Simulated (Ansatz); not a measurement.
# Several settings converged on CaGe₂Au₂ (I4mm, 5 atoms in the cell)

```xyz
5
Lattice="-2.2185 2.2185 5.1224 2.2185 -2.2185 5.1224 2.2185 2.2185 -5.1224" Properties=species:S:1:pos:R:3 pbc="T T T"
Ca     0.0000     0.0000     0.0500
Ge     0.0000     0.0000     3.9096
Ge     0.0000     0.0000     6.3353
Au     0.0000     2.2185     2.5612
Au     2.2185     0.0000     2.5612
```

Base method: LDA (PW92), default PAW files made with PBE (plane waves; Ansatz, an electronic-structure program).

Base settings: basis.ecutwfc = 420 eV; kpoints.mp_grid.grid = 8 8 8; hamiltonian.xc = lda; hamiltonian.pseudopotentials = {kind: paw} (the program's default PAW files); scf.occupations.method = gaussian; scf.occupations.width = 0.1 eV.

The count of work is k-points × plane waves × bands × iterations; it is no time. Core times come from one kind of shared machine, to one figure; runs under 30 s give none.

**Shifted k-point meshes**

In this ladder: kpoints.mp_grid.shift = 0.5 0.5 0.5.

Only quantities that move along the ladder and can be compared are tabulated.

| kpoints.mp_grid.grid | free energy less the last step's (meV/atom) | pressure (GPa) | largest difference of a force vector from the last step's (eV/Å) | count of work / last |
|---|---|---|---|---|
| 2 2 2 | -18.01 | -4.30 | 1.604 | 0.0022 |
| 3 3 3 | -5.78 | -4.02 | 0.090 | 0.0044 |
| 4 4 4 | 17.49 | -3.55 | 0.046 | 0.0081 |
| 6 6 6 | 3.93 | -3.16 | 0.010 | 0.024 |
| 8 8 8 | 0.03 | -3.13 | 0.017 | 0.047 |
| 10 10 10 | 0.58 | -3.15 | 0.031 | 0.084 |
| 12 12 12 | 0.09 | -3.12 | 0.001 | 0.13 |
| 25 25 25 | 0.00 | -3.15 | 0.000 | 1.0 |

Coarsest kpoints.mp_grid.grid that holds the pressure within 1 GPa of the last step, with all finer ones: 3 3 3, at 0.0044 of the last step's count of work; the step before is off by 1.2 GPa.

Coarsest kpoints.mp_grid.grid that holds the forces within 0.005 eV/Å of the last step, with all finer ones: 12 12 12, at 0.13 of the last step's count of work; the step before is off by 0.031 eV/Å.

Coarsest kpoints.mp_grid.grid that holds the free energy within 0.5 meV/atom of the last step, with all finer ones: 12 12 12, at 0.13 of the last step's count of work; the step before is off by 0.58 meV/atom.

**The k-point mesh at a smearing width of 0.3 eV**

In this ladder: scf.occupations.width = 0.3 eV.

Only quantities that move along the ladder and can be compared are tabulated.

| kpoints.mp_grid.grid | free energy less the last step's (meV/atom) | pressure (GPa) | largest difference of a force vector from the last step's (eV/Å) | count of work / last | core time / last (rough) |
|---|---|---|---|---|---|
| 4 4 4 | -5.26 | -3.27 | 0.013 | 0.0082 | – |
| 5 5 5 | 6.88 | -3.26 | 0.015 | 0.015 | – |
| 7 7 7 | 0.27 | -3.11 | 0.030 | 0.034 | – |
| 10 10 10 | -0.11 | -3.10 | 0.002 | 0.086 | – |
| 14 14 14 | -0.01 | -3.10 | 0.001 | 0.21 | 0.2 |
| 20 20 20 | 0.00 | -3.10 | 0.000 | 0.54 | 0.7 |
| 25 25 25 | 0.00 | -3.11 | 0.000 | 1.0 | 1 |

Coarsest kpoints.mp_grid.grid that holds the forces within 0.01 eV/Å of the last step, with all finer ones: 10 10 10, at 0.086 of the last step's count of work; the step before is off by 0.030 eV/Å.

Coarsest kpoints.mp_grid.grid that holds the free energy within 1 meV/atom of the last step, with all finer ones: 7 7 7, at 0.034 of the last step's count of work; the step before is off by 6.9 meV/atom.

Coarsest kpoints.mp_grid.grid that holds the pressure within 0.05 GPa of the last step, with all finer ones: 7 7 7, at 0.034 of the last step's count of work; the step before is off by 0.16 GPa.

**The width of Methfessel-Paxton smearing**

In this ladder: kpoints.mp_grid.grid = 13 13 13; scf.occupations.method = methfessel_paxton.

Narrow widths need finer meshes than wide ones, so the last steps can hold mesh noise.

Only quantities that move along the ladder and can be compared are tabulated; pressure and forces are left out, as mesh noise rules them at narrow widths.

| scf.occupations.width | free energy less the last step's (meV/atom) |
|---|---|
| 1 eV | 3.19 |
| 0.5 eV | 1.07 |
| 0.3 eV | 0.54 |
| 0.1 eV | 0.00 |

State of the free energy at the end of the ladder: still drifting one way, by 1.1 meV/atom over the last two steps, so the last step is no safe reference.

On the base run: the starting cell comes from a database of computed structures (which also holds hypothetical and non-ambient phases and stackings), without a prior relaxation at this level. Its lattice was rescaled by up to half a per cent. One atom was moved a little off its site on purpose. In the base run, with a pressure of about -3 GPa the cell is away from its equilibrium volume at this level. Ansatz's pressure includes its estimate of the finite-basis (Pulay) stress.

Left out of this page: 2 runs of the series outside the window shown, repeating another row's setting, or not comparable.

Keys are those of Ansatz 0.2.
